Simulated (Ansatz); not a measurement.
An Ansatz (a quantum-chemistry and plane-wave program) input (PBE, PAW, 420 eV (Ansatz; no spin-orbit coupling)):

Ansatz 0.2 input:
```yaml
crystal:
  lattice:
    - [3.1238588942, 0, 0]
    - [1.5619294471, 2.7053411602, 0]
    - [0, 0, 3.5683858242]
  atoms:
    - { symbol: Zr, position: [0, 0, 0] }
    - { symbol: B, position: [0.6666666667, 0.6666666667, 0.5] }
    - { symbol: B, position: [0.3333333333, 0.3333333333, 0.5] }
basis: { ecutwfc: 420, ecutrho_ratio: 4, xc_grid: 2, fft_grid_basis: typed }
kpoints: { mp_grid: { grid: [21, 21, 16] } }
hamiltonian:
  xc: pbe
  dispersion: none
  pseudopotentials: { kind: paw }
scf: { occupations: { method: fermi_dirac, width: 0.1 } }
relax: { f_tol: 0.005, max_steps: 50, cell: { stress_tol: 0.01, fix: [a, b, gamma] } }
output: { forces: true, stress: true }
checkpoint: { write: state.ck, write_every: 1000 }
```

Question: Which symmetry and how many k-points will the program report, and about how many plane waves at Γ?

Answer: Space group P6/mmm (ITA 191) with 24 operations, k-points 432 of 7056, and 563 plane waves at Γ.

Question: And the final pressure?

Answer: 5.81 GPa (compression positive).

The cells carry an imposed strain or load. Whether these cells are dynamically stable was not tested. All final runs are without spin polarisation. The cell was made from ZrB₂ (space group P6/mmm, No. 191) by this change: biaxial strain −1.50 %, plane normal [001], relaxed out of plane.
